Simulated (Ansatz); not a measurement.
## NbPS (space group Immm, No. 71)

```
NbPS
1.0
   -1.69834     2.34344     5.94975
    1.69834    -2.34344     5.94975
    1.69834     2.34344    -5.94975
Nb P S
2 2 2
Direct
  0.37517   0.87517   0.50000
  0.62483   0.12483   0.50000
  0.76274   0.50000   0.26274
  0.23726   0.50000   0.73726
  0.21190   0.21190   0.00000
  0.78810   0.78810   0.00000
```

All numbers come from PBEsol (Ansatz, a first-principles code), scalar-relativistic without spin-orbit coupling. Γ-centred 16×16×16 mesh, Fermi–Dirac width 0.05 eV.

```yaml
volume_per_atom: 15.79 Å³
density: 5.47 g/cm³
band_gap: zero
total_energy: -2041.077 eV/atom (σ→0; compares only within this code and set-up)
```

Stability against distortions was not tested. All final runs are without spin polarisation.
